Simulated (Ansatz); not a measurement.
Band edges of zincblende CdTe (F-43m) under uniaxial stress along [111]

Cell and atoms are relaxed with PBEsol to each stress (compression positive); bands and masses by PBEsol with spin-orbit coupling, rigid bands (plane waves, PAW; Ansatz, a first-principles code). Strains are changes of length against the unloaded cell.

Space group F-43m (No. 216); a = b = c = 6.4892 Å, α = β = γ = 90.00°

```csv
atom,site,symmetry,x,y,z
Cd,4a,-43m,0.0000,0.0000,0.0000
Te,4d,-43m,0.7500,0.7500,0.7500
```
(The calculation used a cell of 2 atoms; values per cell refer to that cell.)

| stress (GPa) | strain [111] (%) | strain [1−10] (%) | gap (eV) | mean mₑ* |
|---|---|---|---|---|
| -1.00 | 1.93 | -0.55 | 0.306 | - |
| 0 | 0 | 0 | 0.378 | - |
| 1.00 | -1.99 | 0.59 | 0.352 | - |
| 2.00 | -4.07 | 1.23 | 0.323 | - |

[111] is the direction of the load; [11−2] strains as [1−10]. Masses are conductivity masses at 300 K in electron masses, harmonic means over x, y and z.

Problem. From the two loads next to zero, find the Young modulus and the ratio of transverse to axial strain.

Solution. Between -1.00 and 1.00 GPa the strain along [111] changes by -3.92 % and that along [1−10] by 1.14 %. The modulus is 2.00/0.0392 = 51 GPa and the ratio of the strains 0.29 (PBEsol, atoms relaxed).

Problem. How fast does the gap move on either side of zero load?

Solution. Under tension, (0.306 − 0.378) eV over -1.00 GPa = 72 meV/GPa, or about -3.7 eV per unit strain; under compression, (0.323 − 0.378) eV over 2.00 GPa = -27 meV/GPa, or about 1.4 eV per unit strain. The two slopes part by 99 meV/GPa; gaps are resolved to about 0.01 eV, which allows 15 meV/GPa, so they differ, even in sign: the gap has a turning point near zero load.

Masses are those of dilute carriers in rigid bands with one relaxation time, without polarons. Third decimals of gaps are kept for the arithmetic. Every relaxation keeps the zincblende phase (space group R3m under this load), so a transition, a distortion that breaks the symmetry or fracture can't show.
